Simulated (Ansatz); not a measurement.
# AlN: response to strain

Start from AlN in the wurtzite structure (space group P6_3mc, No. 186; a = 3.107 Å, c = 4.978 Å). Axes: x lies along a and z along c of the hexagonal cell.

Strains are applied to the cell and any free atomic positions relax; under biaxial strain the out-of-plane vector relaxes too; under stress the whole cell relaxes.

Level of theory: r2SCAN (Ansatz, a first-principles code, PAW, no SOC).

Notes on the quantities. pressure: mean of the normal stresses, compression positive.

| change | band gap | pressure | shortest interatomic distance | gap character |
|---|---|---|---|---|
| base | 4.88 eV | 0.01 GPa | 1.888 Å | direct at Γ |
| biaxial strain −2.97 %, plane normal [001], relaxed out of plane | 5.30 eV | 10.90 GPa | 1.854 Å | direct at Γ |
| biaxial strain −0.22 %, plane normal [001], relaxed out of plane | 4.93 eV | 0.73 GPa | 1.885 Å | direct at Γ |
| biaxial strain +0.66 %, plane normal [001], relaxed out of plane | 4.74 eV | -2.09 GPa | 1.896 Å | direct at Γ |
| isotropic strain −3.19 % | 5.76 eV | 24.69 GPa | 1.827 Å | indirect, Γ → K |
| isotropic strain +1.17 % | 4.56 eV | -6.88 GPa | 1.910 Å | direct at Γ |
| uniaxial strain ε_yy = +2.37 % | 4.60 eV | -4.88 GPa | 1.902 Å | direct at Γ |
| uniaxial strain ε_zz = +1.81 % | 4.80 eV | -3.45 GPa | 1.896 Å | direct at Γ |
| uniaxial stress, 1 GPa tension along z | 4.88 eV | – | 1.889 Å | direct at Γ |
| uniaxial stress, 5 GPa tension along z | 4.88 eV | – | 1.891 Å | direct at Γ |

Stability under load was not tested beyond the relaxation. Labels are those of the standard path for the cell's own space group.
